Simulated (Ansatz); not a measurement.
**CaO, element substitutions**

Consider CaO in the rock salt structure (space group Fm-3m, No. 225).

```yaml
crystal:
  lattice:
    - [0.00000, 2.38356, 2.38356]
    - [2.38356, 0.00000, 2.38356]
    - [2.38356, 2.38356, 0.00000]
  atoms:
    - { symbol: Ca, position: [0.00000, 0.00000, 0.00000] }
    - { symbol: O, position: [0.50000, 0.50000, 0.50000] }
```

Each row replaces one element on all its sites; cell and atoms are relaxed.

All numbers come from Kohn–Sham DFT with the PBEsol functional, run in Ansatz (a quantum-chemistry and plane-wave program) with PAW and 420 eV plane waves, no SOC.

Candidates:
(a) Ca → Sr
(b) O → F
(c) O → S

For the base:

* **Volume per atom**: 13.54 Å³

Task: Order them by volume per atom, highest first.

Result: (c) O → S (22.34 Å³), (b) O → F (17.36 Å³), (a) Ca → Sr (16.80 Å³)

Whether these cells are dynamically stable was not tested. As relaxed here, CaF is a hypothetical phase, not in the database extracts checked. The final runs are not spin-polarised. An odd electron count without spin: CaF.
